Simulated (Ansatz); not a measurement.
An Ansatz (an electronic-structure program) run: Ti2AlC with a change (C → P); PBEsol (Ansatz, PAW, no spin-orbit coupling).

Input:

Ansatz 0.2 input:
```yaml
crystal:
  lattice:
    - [3.3137050956, 0, 0]
    - [-1.6568525478, 2.8697527934, 0]
    - [0, 0, 13.7713111159]
  atoms:
    - { symbol: Ti, position: [0.3333333333, 0.6666666667, 0.1010159413] }
    - { symbol: Ti, position: [0.6666666667, 0.3333333333, 0.8989840587] }
    - { symbol: Ti, position: [0.6666666667, 0.3333333333, 0.6010159413] }
    - { symbol: Ti, position: [0.3333333333, 0.6666666667, 0.3989840587] }
    - { symbol: Al, position: [0.3333333333, 0.6666666667, 0.75] }
    - { symbol: Al, position: [0.6666666667, 0.3333333333, 0.25] }
    - { symbol: P, position: [0, 0, 0] }
    - { symbol: P, position: [0, 0, 0.5] }
basis: { ecutwfc: 420, ecutrho_ratio: 4, xc_grid: 2, fft_grid_basis: typed }
kpoints: { mp_grid: { grid: [16, 16, 4] } }
hamiltonian:
  xc: pbesol
  dispersion: none
  pseudopotentials: { kind: paw }
scf: { occupations: { method: fermi_dirac, width: 0.05 }, convergence: { dr2_threshold: 0.0000000008 } }
output: { forces: true, stress: true }
checkpoint: { write: state.ck, write_every: 1000 }
```

Output:

```
WARN ansatz: RAYON_NUM_THREADS=2 ignored (pool sized by the plan → 2); use --threads N
Pseudopotentials: kind: paw
Pseudopotential: Ti, paw, valence charge 12
Pseudopotential: Al, paw, valence charge 3
Pseudopotential: P, paw, valence charge 5
Functional definition: PBEsol
Crystal: 8 atoms, lattice volume = 130.958 Å³
Basis set: ecut = 420 eV, 2591 PW (Γ), exchange–correlation on 48×48×192 points (8 copies of the dense FFT grid, shifted against one another)
Bands: 40, of which v1, the nominal top of the filled ones, is band 32 counted from 1 (31 counted from 0)
Symmetry: 24 space group operations
Space group: P63/mmc (ITA 194), of the structure as read, at distance tolerance 5.1e-5 Å
k-points: 90 of 1024
PAW frozen core: Ti, regenerated for the run's functional, and the local potential with it
PAW frozen core: Al, regenerated for the run's functional, and the local potential with it
PAW frozen core: P, regenerated for the run's functional, and the local potential with it
Initial density: superposition of atomic densities (neutral atoms: chi_scale 0, normalization atom), corrected by the library's trained network
Initial wavefunctions: pseudopotential atomic-orbital guess
Eigensolver: davidson
Functional: x = pbesol(κ = 0.804, μ = 0.12345679012345678), c = pbesol(β = 0.046)
SCF iter   1: F=—  HF=-12430.808551 eV  |F-HF|=—  |Δ(HF+E_count)|=         —  Δρ=8.35e-3  dr2=8.25e-2  ethr=1.77e-3  ⟨swp⟩=7.6  Hψ=15827  notcnv=0  defer=1
all-band conjugate gradients solve this SCF's bands
preconditioner: auto → Kerker (q_TF=auto, 2.421 Å⁻¹)
SCF iter   2: F=—  HF=-12430.789699 eV  |F-HF|=—  |Δ(HF+E_count)|=   1.89e-2  Δρ=2.97e-3  dr2=7.61e-3  ethr=1.29e-4  ⟨swp⟩=3.1  Hψ=7020  notcnv=0  defer=52
SCF iter   3: F=—  HF=-12430.788724 eV  |F-HF|=—  |Δ(HF+E_count)|=   9.75e-4  Δρ=1.27e-3  dr2=1.50e-3  ethr=1.19e-5  ⟨swp⟩=2.1  Hψ=4123  notcnv=0  defer=52
SCF iter   4: F=—  HF=-12430.788557 eV  |F-HF|=—  |Δ(HF+E_count)|=   1.66e-4  Δρ=1.64e-4  dr2=5.43e-5  ethr=2.34e-6  ⟨swp⟩=2.0  Hψ=4668  notcnv=0  defer=52
SCF iter   5: F=—  HF=-12430.788541 eV  |F-HF|=—  |Δ(HF+E_count)|=   1.58e-5  Δρ=3.84e-5  dr2=2.69e-6  ethr=8.48e-8  ⟨swp⟩=2.0  Hψ=5034  notcnv=0  defer=52
SCF iter   6: F=—  HF=-12430.788539 eV  |F-HF|=—  |Δ(HF+E_count)|=   2.49e-6  Δρ=1.02e-5  dr2=2.15e-7  ethr=4.21e-9  ⟨swp⟩=2.6  Hψ=6274  notcnv=0  defer=52
SCF iter   7: F=—  HF=-12430.788539 eV  |F-HF|=—  |Δ(HF+E_count)|=   4.35e-8  Δρ=2.97e-6  dr2=1.46e-8  ethr=3.36e-10  ⟨swp⟩=2.7  Hψ=6159  notcnv=0  defer=52
SCF iter   8: F=-12430.788539 eV  HF=-12430.788539 eV  |F-HF|=2.47e-10  |Δ(HF+E_count)|=   2.03e-9  Δρ=4.50e-7  dr2=4.32e-10  ethr=1.25e-12  ⟨swp⟩=3.9  Hψ=14211  notcnv=0
SCF 1 converged in 8 iterations: F = -12430.788539 eV  dr2 = 4.32e-10
SCF converged after 8 iterations
Free energy (F): -12430.788539 eV
Harris-Foulkes:  -12430.788539 eV  (|F-HF|=2.47e-10)
Internal energy: -12430.761460 eV  (E = F + TS)
E sigma→0 (E₀):  -12430.775000 eV
Entropy (-TS):   -0.027079 eV (-3.385 meV/atom)
Fermi energy:    11.074154 eV
--- Per-component energies (eV) ---
  E_band       = -660.193467
  E_kinetic    = 1286.241851
  E_local      = -4751.438631  (includes V_loc(G=0)·N_el)
  E_nonlocal   = 128.021869
  E_hartree    = 2028.018899
  E_xc         = -593.286093
  E_vxc        = -673.127290  (∫ρ·V_xc dr)
  E_paw        = -6109.017725  (= ΣΔE_a)
  E_vpaw       = -705.928772  (= ΣTr[D̂ρ^β])
  E_aug_tail   = 0.000486  (compensation charges beyond the density's cutoff)
  E_ewald      = -4419.990124
  E_core_change = 0.688007  (= ΣΔE_core)
  E_smearing   = -0.027079  (= −TS)
  E_closure    = -0.000000  (closes the sum)
  Σ components = -12430.788539   (vs F -12430.788539, Δ=0.00e0)
  [band-id]    e_kinetic+e_local+e_nonlocal+2·e_hartree+e_vxc+e_vpaw+e_augmentation_tail = -660.192689   (vs E_band -660.193467, Δ=7.78e-4)
--- Forces (eV/Å), atoms counted from 1 ---
  atom   1  Ti    -0.00000000     0.00000000    -0.00011321
  atom   2  Ti     0.00000000    -0.00000000     0.00011321
  atom   3  Ti    -0.00000000    -0.00000000    -0.00011321
  atom   4  Ti    -0.00000000     0.00000000     0.00011321
  atom   5  Al     0.00000000     0.00000000     0.00000000
  atom   6  Al    -0.00000000     0.00000000     0.00000000
  atom   7  P      0.00000000    -0.00000000     0.00000000
  atom   8  P      0.00000000    -0.00000000     0.00000000
  max |Σ_I F_I| component: 4.63e-17 eV/Å
--- Stress (GPa, compression-positive) ---
       -0.000617       0.000000       0.000000
        0.000000      -0.000617       0.000000
        0.000000       0.000000      -0.001523
  P = ⅓ Tr σ = -0.0009 GPa (-0.009 kbar)
  The stress holds the Pulay correction. Without it, at fixed plane waves, as pw.x and ABINIT print it: P = -0.0298 GPa
  The stress includes an estimate of the error left by incomplete SCF convergence (largest component -0.0002 GPa).
--- Band table ---
  band table: none
```

Stability against distortions was not tested. All final runs are without spin polarisation. The cell was made from Ti2AlC by this change: C → P; the result is a hypothetical phase, not in the database extracts checked.
